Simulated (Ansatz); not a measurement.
# Hypothetical anti-perovskite Mg3PbO: pressure series

Take Mg3PbO in the anti-perovskite structure (space group Pm-3m, No. 221; a = 4.3848 Å; a hypothetical phase, not in the database extracts checked) as the base.

Cell and atoms are relaxed at each pressure.

Calculations: Ansatz (an electronic-structure program), PBEsol, PAW, cutoff 420 eV, scalar-relativistic without spin-orbit coupling.

Notes on the quantities. enthalpy: H = E + PV relative to the base's energy.

```json
[
 {"change": "base", "lattice parameter a": "4.385 Å", "enthalpy": "–"},
 {"change": "pressure −2 GPa", "lattice parameter a": "4.430 Å", "enthalpy": "-0.21 eV/atom"},
 {"change": "pressure −1 GPa", "lattice parameter a": "___", "enthalpy": "-0.11 eV/atom"},
 {"change": "pressure 0.3 GPa", "lattice parameter a": "4.379 Å", "enthalpy": "+0.03 eV/atom"},
 {"change": "pressure 0.7 GPa", "lattice parameter a": "4.370 Å", "enthalpy": "+0.07 eV/atom"},
 {"change": "pressure 1.5 GPa", "lattice parameter a": "4.355 Å", "enthalpy": "+0.16 eV/atom"},
 {"change": "pressure 3 GPa", "lattice parameter a": "___", "enthalpy": "+0.31 eV/atom"},
 {"change": "pressure 5 GPa", "lattice parameter a": "___", "enthalpy": "+0.51 eV/atom"},
 {"change": "pressure 7.5 GPa", "lattice parameter a": "4.256 Å", "enthalpy": "+0.75 eV/atom"},
 {"change": "pressure 10 GPa", "lattice parameter a": "4.222 Å", "enthalpy": "+0.99 eV/atom"}
]
```

What belongs in the blanks?


- pressure −1 GPa, lattice parameter a: 4.407 Å
- pressure 3 GPa, lattice parameter a: 4.327 Å
- pressure 5 GPa, lattice parameter a: 4.293 Å

Load acts through the strain it causes; cell and atoms are relaxed under it. Stability against distortions was not tested. No other phases were tried under pressure. The final runs are not spin-polarised.
